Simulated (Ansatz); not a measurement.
Structures of equal composition on the (100) surface of rock-salt TiN: W on all Ti sites of the second plane; W on all Ti sites of the top plane. The slabs share one bottom face, and each structure is named by its start. These are constructed structures in small cells; real faces may alloy, dewet or reconstruct in larger ones, and not all known structures of the face are among them. Slabs of about 13 Å, Fermi-Dirac smearing of 0.1 eV. Bottom of the slabs: a bare face, its two planes held. Relaxed from the named starts with such symmetry as they have, on meshes of like density; energies extrapolated to zero smearing; spin only where a row says so; no spin-orbit coupling, no U. Brackets mark spin-polarised runs, whose order is one that fits the cell.

Method: PBE (plane waves to 420 eV, PAW; Ansatz, a program for electronic structure).

Q: Rank these by energy per 1x1 cell (lowest first), as PBE gives it.

A: W on all Ti sites of the top plane (0.000 eV), W on all Ti sites of the second plane (0.253 eV)
